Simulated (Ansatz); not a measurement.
# CoAl (Pm-3m): band-structure transport figures

```
CELL_PARAMETERS angstrom
      2.82245     0.00000     0.00000
      0.00000     2.82245     0.00000
      0.00000     0.00000     2.82245
ATOMIC_POSITIONS crystal
  Al 0.00000 0.00000 0.00000
  Co 0.50000 0.50000 0.50000
```

Computed with r2SCAN, rigid bands (plane waves, PAW, scalar-relativistic; Ansatz, an electronic-structure program). Condition of this run: functional r2SCAN on the same cell. How the cell was made: cell and atoms relaxed with PBEsol.

- density of states at the Fermi level = 0.596 states/(eV·cell), both spins
- bare Sommerfeld coefficient = 0.70 mJ/(mol of atoms·K²)
- Drude plasma energy = 3.8 eV
- root-mean-square Fermi velocity = 4.6e5 m/s
- resistivity times τ = 34 ×10⁻²² Ω·m·s

A metal at this level (no band gap); rigid bands, thermally averaged at 300 K, both spins. Spin-orbit coupling is left out. τ is one relaxation time for all states.

Treated as nonmagnetic (a ferromagnetic start lost its moment, other orders weren't tried): CoAl (Pm-3m).
